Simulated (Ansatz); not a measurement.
Abridged Ansatz (a quantum-chemistry and plane-wave program) output:

```
Relaxation: its limit of steps is 60 (relax.max_steps)
Pseudopotential: Si, paw, valence charge 4
Pseudopotential: O, paw, valence charge 6
Crystal: 9 atoms, lattice volume = 99.696 Å³
Basis set: ecut = 420 eV, 1967 PW (Γ), exchange–correlation on 64×64×72 points (8 copies of the dense FFT grid, shifted against one another)
Bands: 33, of which v1, the nominal top of the filled ones, is band 24 counted from 1 (23 counted from 0)
Symmetry: 6 space group operations
k-points: 50 of 384 (time reversal used)
Functional: x = pbesol(κ = 0.804, μ = 0.12345679012345678), c = pbesol(β = 0.046)
SCF iter   1: F=—  HF=-5243.723000 eV  |F-HF|=—  |Δ(HF+E_count)|=         —  Δρ=1.30e-1  dr2=1.48e1  ethr=3.10e-3  ⟨swp⟩=6.6  Hψ=8481  notcnv=0  defer=20
SCF iter   2: F=—  HF=-5239.688986 eV  |F-HF|=—  |Δ(HF+E_count)|=    4.03e0  Δρ=4.49e-2  dr2=8.79e-1  ethr=3.10e-3  ⟨swp⟩=3.1  Hψ=3840  notcnv=0  defer=156
SCF 1 converged in 8 iterations: F = -5239.583307 eV  dr2 = 7.78e-9
relax step   1: F+E_penalty+E_count = -5239.58330733 eV  Δ(F+E_penalty+E_count) = +0.000e0 eV  max|allowed force component| = 1.215e-4 eV/Å  Δτ_max = 0.0000 Å  P = +6.999 GPa  Ω = 99.696 Å³  (8 SCF iters, dr2 threshold 1.00e-7 eV, accepted)
[... steps on the carried basis left out ...]
relax step   9: F+E_penalty+E_count = -5238.95644519 eV  Δ(F+E_penalty+E_count) = +9.999e-4 eV  max|allowed force component| = 5.550e-4 eV/Å  Δτ_max = 0.0000 Å  P = +14.991 GPa  Ω = 90.296 Å³  stress off target by 1.41e-2 GPa  SCF on the basis re-selected at this cell (its energy is not comparable with the rows above)  (6 SCF iters)
SCF converged after 6 iterations
Free energy (F): -5238.956445 eV
Internal energy: -5238.956445 eV  (E = F + TS)
E sigma→0 (E₀):  -5238.956445 eV
Fermi energy:    8.275904 eV
--- Forces (eV/Å), atoms counted from 1 ---
  atom   1  Si    -0.00055505    -0.00000000     0.00000000
  atom   2  Si     0.00027752    -0.00048068     0.00000000
  atom   3  Si     0.00027752     0.00048068     0.00000000
[...]
  atom   5  O     -0.00025881    -0.00027840     0.00011395
  atom   6  O      0.00037051    -0.00008494     0.00011395
  atom   7  O     -0.00011169    -0.00036334    -0.00011395
  atom   8  O      0.00037051     0.00008494    -0.00011395
  atom   9  O     -0.00025881     0.00027840    -0.00011395
--- Stress (GPa, compression-positive) ---
       14.985901       0.000000      -0.000000
        0.000000      14.985901       0.000000
       -0.000000       0.000000      15.002034
  P = ⅓ Tr σ = 14.9913 GPa (149.913 kbar)
--- Relaxed structure (7 steps of the walk, 6 accepted, 2 SCFs on fresh bases) ---
  cell:  # Å, volume = 90.2963 Å³
    - [4.487816393198984, -3.951265528183594e-33, -3.38424707684396e-17]
    - [-2.243908196599492, 3.8865630040305734, 1.6921235384219796e-17]
    - [-3.804258168024924e-17, 2.3305330163092406e-33, 5.176892150524267]
  atoms:
    - { symbol: Si, position: [0.43802542589900034, 1.0703519189464941e-19, 0.8333333333333334] }
    - { symbol: Si, position: [-5.409834158742969e-17, 0.43802542589900023, 0.16666666666666663] }
    - { symbol: Si, position: [0.5619745741009996, 0.5619745741009995, 0.4999999999999999] }
    - { symbol: O, position: [0.3851576110166096, 0.3140122138634746, 0.7467129142957956] }
    - { symbol: O, position: [0.6859877861365253, 0.07114539715313506, 0.08004624762912896] }
    - { symbol: O, position: [0.9288546028468647, 0.6148423889833902, 0.41337958096246236] }
    - { symbol: O, position: [0.07114539715313496, 0.6859877861365251, 0.9199537523708708] }
    - { symbol: O, position: [0.31401221386347467, 0.3851576110166097, 0.2532870857042043] }
    - { symbol: O, position: [0.6148423889833903, 0.9288546028468649, 0.5866204190375375] }
```

Problem. What was computed, and what are the main results?

Solution. SiO2, 9 atoms in the cell, with DFT with PBEsol, PAW potentials and a 420 eV plane-wave cutoff in Ansatz, no spin-orbit coupling, earlier PAW set, from a series relaxed to a target (pressure 15 GPa). The last SCF converged to F = -5238.956445 eV, or -582.1063 eV per atom, at a pressure of 14.99 GPa. The total energy compares only with runs of the same code, potentials and settings.

Load acts through the strain it causes; cell and atoms are relaxed under it. No phonon test of stability was made. No other phases were tried under pressure. The cell was made from SiO2 (space group P3_121, No. 152) by this change: pressure 15 GPa.

Keys are those of Ansatz 0.2.
